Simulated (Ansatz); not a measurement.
## Input and output of a self-consistent single point for Y2Ir (Fd-3m, 6 atoms in the cell) (Ansatz)

Method: PBEsol, default PAW files made with PBE (plane waves; Ansatz, a program for electronic structure).

Input:

Ansatz 0.2 input:
```yaml
# Y2Ir
crystal:
  lattice:
    - [0.000000, 4.758726, 4.758726]
    - [4.758726, 0.000000, 4.758726]
    - [4.758726, 4.758726, 0.000000]
  atoms:
    - { symbol: Y, position: [0.125000, 0.125000, 0.125000] }
    - { symbol: Y, position: [0.625000, 0.125000, 0.125000] }
    - { symbol: Y, position: [0.125000, 0.625000, 0.125000] }
    - { symbol: Y, position: [0.125000, 0.125000, 0.625000] }
    - { symbol: Ir, position: [0.750000, 0.750000, 0.750000] }
    - { symbol: Ir, position: [0.500000, 0.500000, 0.500000] }
basis:
  ecutwfc: 420.0
kpoints:
  mp_grid:
    grid: [6, 6, 6]
hamiltonian:
  xc: pbesol
  pseudopotentials:
    kind: paw
scf:
  occupations:
    method: cold
    width: 0.1
output:
  forces: true
  eigenvalues: true
  stress: true
```

Output, abridged:

```
WARN ansatz: RAYON_NUM_THREADS=1 ignored (pool sized by the plan → 1); use --threads N
Pseudopotentials: kind: paw
Pseudopotential: Y, paw, valence charge 11
Pseudopotential: Ir, paw, valence charge 17
Crystal: 6 atoms, lattice volume = 215.527 Å³
Basis set: ecut = 420 eV, 4279 PW (Γ), exchange–correlation on 90×90×90 points (8 copies of the dense FFT grid, shifted against one another)
Bands: 47, of which v1, the nominal top of the filled ones, is band 39 counted from 1 (38 counted from 0)
Symmetry: 48 space group operations
Space group: Fd-3m (ITA 227), of the structure as read, at distance tolerance 6.0e-5 Å
k-points: 16 of 216
PAW frozen core: Y, regenerated for the run's functional, and the local potential with it
PAW frozen core: Ir, regenerated for the run's functional, and the local potential with it
Initial density: superposition of atomic densities (neutral atoms: chi_scale 0, normalization atom), corrected by the library's trained network
Initial wavefunctions: pseudopotential atomic-orbital guess
Eigensolver: davidson
Functional: x = pbesol(κ = 0.804, μ = 0.12345679012345678), c = pbesol(β = 0.046)
SCF iter   1: F=—  HF=-38768.510316 eV  |F-HF|=—  |Δ(HF+E_count)|=         —  Δρ=4.06e-3  dr2=3.50e-2  ethr=1.77e-3  ⟨swp⟩=6.2  Hψ=2650  notcnv=0
all-band conjugate gradients solve this SCF's bands
preconditioner: auto → Kerker (q_TF=auto, 2.303 Å⁻¹)
SCF iter   2: F=—  HF=-38768.514824 eV  |F-HF|=—  |Δ(HF+E_count)|=   4.51e-3  S|Δr|=    0.00e0  Δρ=2.90e-3  dr2=2.76e-2  ethr=4.49e-5  ⟨swp⟩=2.0  Hψ=1028  notcnv=0
SCF iter   3: F=—  HF=-38768.512681 eV  |F-HF|=—  |Δ(HF+E_count)|=   2.14e-3  S|Δr|=    0.00e0  Δρ=9.97e-4  dr2=2.81e-3  ethr=3.54e-5  ⟨swp⟩=1.1  Hψ=740  notcnv=0
SCF iter   4: F=—  HF=-38768.512677 eV  |F-HF|=—  |Δ(HF+E_count)|=   4.13e-6  S|Δr|=    0.00e0  Δρ=3.11e-4  dr2=3.25e-4  ethr=3.61e-6  ⟨swp⟩=2.0  Hψ=919  notcnv=0
SCF iter   5: F=—  HF=-38768.512667 eV  |F-HF|=—  |Δ(HF+E_count)|=   9.11e-6  S|Δr|=    0.00e0  Δρ=1.01e-4  dr2=4.55e-5  ethr=4.17e-7  ⟨swp⟩=1.0  Hψ=739  notcnv=0
SCF iter   6: F=—  HF=-38768.512453 eV  |F-HF|=—  |Δ(HF+E_count)|=   2.15e-4  S|Δr|=    0.00e0  Δρ=3.17e-5  dr2=5.28e-6  ethr=5.83e-8  ⟨swp⟩=1.1  Hψ=751  notcnv=0
SCF iter   7: F=—  HF=-38768.512452 eV  |F-HF|=—  |Δ(HF+E_count)|=   1.22e-7  S|Δr|=    0.00e0  Δρ=6.14e-6  dr2=1.81e-7  ethr=6.76e-9  ⟨swp⟩=1.7  Hψ=774  notcnv=0
SCF iter   8: F=-38768.512452 eV  HF=-38768.512452 eV  |F-HF|=1.34e-9  |Δ(HF+E_count)|=   1.49e-8  S|Δr|=    0.00e0  Δρ=7.21e-7  dr2=1.82e-9  ethr=1.28e-10  ⟨swp⟩=11.4  Hψ=2521  notcnv=0
SCF 1 converged in 8 iterations: F = -38768.512452 eV  dr2 = 1.82e-9
SCF converged after 8 iterations
Stability not checked (fill_not_monotonic)
Free energy (F): -38768.512452 eV
Harris-Foulkes:  -38768.512452 eV  (|F-HF|=1.34e-9)
Internal energy: -38768.498573 eV  (E = F + TS)
E sigma→0 (E₀):  -38768.507826 eV
Entropy (-TS):   -0.013880 eV (-2.313 meV/atom)
Fermi energy:    7.675588 eV
--- Per-component energies (eV) ---
  E_band       = -1270.079509
  E_kinetic    = 2437.929054
  E_local      = -7058.932409  (includes V_loc(G=0)·N_el)
  E_nonlocal   = 363.309493
  E_hartree    = 2520.463808
  E_xc         = -1199.292861
  E_vxc        = -1364.578063  (∫ρ·V_xc dr)
  E_paw        = -29271.782840  (= ΣΔE_a)
  E_vpaw       = -688.738135  (= ΣTr[D̂ρ^β])
  E_aug_tail   = 0.000125  (compensation charges beyond the density's cutoff)
  E_ewald      = -6561.318603
  E_core_change = 1.125661  (= ΣΔE_core)
  E_smearing   = -0.013880  (= −TS)
  E_closure    = -0.000000  (closes the sum)
  Σ components = -38768.512452   (vs F -38768.512452, Δ=0.00e0)
--- Forces (eV/Å), atoms counted from 1 ---
  atom   1  Y      0.00000000    -0.00000000    -0.00000000
   [... zero for the other atoms too ...]
  max |Σ_I F_I| component: 1.45e-18 eV/Å
--- Stress (GPa, compression-positive) ---
      -13.020851       0.000000      -0.000000
        0.000000     -13.020851      -0.000000
       -0.000000       0.000000     -13.020851
  P = ⅓ Tr σ = -13.0209 GPa (-130.209 kbar)
  The stress holds the Pulay correction. Without it, at fixed plane waves, as pw.x and ABINIT print it: P = -13.0277 GPa
--- Band table (eV; the first three rows and the last of 16) ---
  k-point 0: bands = ["-82.9880", "-82.9879", "-39.8140", "-39.8140", "-39.8140", "-39.8129", "-39.8129", "-39.8129", "-35.5963", "-35.5050", "-35.5050", "-35.5050", "-16.0465", "-15.7220", "-15.7220", "-15.7220", "-15.6270", "-15.6270", "-15.3527", [...]
  k-point 1: bands = ["-82.9880", "-82.9879", "-39.8140", "-39.8140", "-39.8140", "-39.8129", "-39.8129", "-39.8129", "-35.5918", "-35.5096", "-35.5050", "-35.5050", "-16.0136", "-15.7118", "-15.7079", "-15.7079", "-15.6187", "-15.6187", "-15.3706", [...]
  k-point 2: bands = ["-82.9880", "-82.9879", "-39.8140", "-39.8140", "-39.8139", "-39.8130", "-39.8129", "-39.8129", "-35.5810", "-35.5206", "-35.5050", "-35.5050", "-15.9432", "-15.6846", "-15.6846", "-15.6662", "-15.5811", "-15.5811", "-15.4248", [...]
  k-point 15: bands = ["-82.9880", "-82.9880", "-39.8141", "-39.8141", "-39.8134", "-39.8134", "-39.8128", "-39.8128", "-35.5509", "-35.5509", "-35.5051", "-35.5051", "-15.7518", "-15.7518", "-15.6159", "-15.6159", "-15.5250", "-15.5250", [...]
```

The run converged in 8 iterations.

The starting cell was generated: these elements placed on a structure prototype, without a prior relaxation; it need not be a known phase or ordering of this composition. Spin-orbit coupling is off. Spin polarisation is off. With a pressure of about -13 GPa the cell is away from its equilibrium volume at this level. Ansatz's pressure includes its estimate of the finite-basis (Pulay) stress.
